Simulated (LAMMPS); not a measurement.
Simulation of a melt of Al (fcc) with 10 % of Al sites Cu, 864 atoms, cooled from 1370 K to 300 K at 1e+14 K/s, at zero pressure.

Computed with classical MD, pair style adp, file AlCu.adp; code LAMMPS.

Problem. What does the simulation give for the coordination number of Cu by Cu, the coordination number of Cu by Al, the volume per atom, the density, the energy above the random crystal at 0 K?

Solution. coordination number of Cu by Cu: 0.94 (counted to 3.26 Å); coordination number of Cu by Al: 8.8 (counted to 3.14 Å); volume per atom: 16.5 Å³ (one sample); density: 3.08 g/cm³ (one sample); energy above the random crystal at 0 K: 0.037 eV/atom.
